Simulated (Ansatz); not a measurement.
Functionals compared on F on the 1x1 (0001) surface of hcp Co, ferromagnetic, one in a 2x2 cell, started at the site 'hollow Co-Co-Co', in Ansatz (plane waves, PAW). The structure was relaxed with PBE; the other rows are single points on it, each with its references at the same level. Cutoff 420 eV.

Set-up: 17 atoms, 6.0 Å thick at the start under the adsorbate (thin: gaps and levels are the slab's own); mesh 7x7x1; 0.1 eV smearing; dipole correction on; 8 atoms held, the rest relaxed; symmetry of the start imposed; spin-polarised, no spin-orbit, no U, no dispersion correction. At the end it is bonded to 3 Co. In PBE this state lies 0.08 eV over the lowest of the starts that converged ('hollow Co-Co-Co over Co at depth 2.0 Å'). These notes are the PBE run's. RPBE: The program's check for a lower electronic state was not made. Adsorption energies are against ½ F2(g). A negative adsorption energy means that the adsorbate is more stable on the surface than in its reference.

```tsv
functional	adsorption energy (eV)	work function of the top face (eV)	change of the work function (eV)	magnetic moment of the cell (μB)	rough cost of the single point
PBE	-2.99	5.52	0.54	27.11	–
RPBE	-2.78	5.35	0.54	27.30	around 2.8 core-minutes (rough)
```

Ansatz is a quantum-chemistry and plane-wave program.
